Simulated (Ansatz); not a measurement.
# Ga2O3: energy against volume

Ga2O3 (corundum, R-3c, 9.411 Å³/atom and stress up to 0.01 GPa in the relaxed cell, c along z) under hydrostatic pressure, with the cell free. LDA in Ansatz, a plane-wave DFT program (PAW, default set), 420 eV, 8×8×8 Γ-centred mesh, Fermi-Dirac smearing 0.05 eV; ions are relaxed, or left where forces stay under 0.02 eV/Å, within the symmetry of each cell.

Here V stands for volume and E for E less E0.

```csv
volume (Å³/atom),E less E0 (meV/atom),pressure (GPa)
9.4921,0.51,-2.00
9.4511,0.15,-1.00
9.4113,0.00,0.00
9.3758,0.09,0.90
9.3300,0.53,2.10
9.2417,2.35,4.50
9.0872,8.81,8.99
8.9005,22.74,14.99
8.6918,?,?
```

Fit E of the 8 rows that show it with the third-order Birch-Murnaghan form, a cubic in V^(-2/3). With u = V^(-2/3) - 0.2264, the rows have u = -0.0033382, -0.0026936, -0.0020633, -0.0014974, -0.0007620, 0.0006730, 0.0032395, 0.0064397. Least squares gives E = 1.330 + 1289.3·u + 314166·u² + 293071·u³. Residuals (row less fit): -0.006, 0.019, -0.005, -0.013, 0.000, 0.010, -0.004, 0.001; standard error 0.013 (degrees of freedom: 4). Its minimum lies at u = -0.0020579, so V0 = (0.2243421)^(-3/2) = 9.411. There d²E/du² = 624700 and d³E/du³ = 1758000, so B0 = (4/9) × 9.411^(-7/3) × 624700 × 0.160218 = 238 GPa (the last factor turns the table's units into GPa), and B0' = 4 + (2/3) × 0.2243421 × (1758000)/624700 = 4.4. B0' rests on the cubic coefficient alone and has a standard error of 0.3 from these residuals.

**Question.** What does the fit predict for E at V = 8.6918, and how far is the calculated value from it?

**Answer.** u = 0.0101521, so E = 1.330 + 1289.3 × 0.0101521 + 314166 × 0.0101521² + 293071 × 0.0101521³ = 47.105 meV/atom. The calculation gives 47.06 meV/atom, 0.045 meV/atom below the prediction (0.1 % of the range of E in the table). The row lies outside the fitted rows, so this is an extrapolation. From the scatter of the fitted rows alone, a prediction at this place has a standard error of 0.112 meV/atom, so the miss is 0.4 times that.

Other structures, which can take over under pressure, weren't tried. The same form fitted to the pressure column gives B0' = 4.4; series where the two differ by over 0.4 aren't shown. Ga2O3 is here the metastable α form; monoclinic β is stable. Rows are the converged runs of the series near zero and its far end, less any whose ions stayed unrelaxed beside relaxed ones; series whose fitted rows scatter by over a few per cent of the range, as at a crossing or softening among them, aren't shown in this form.
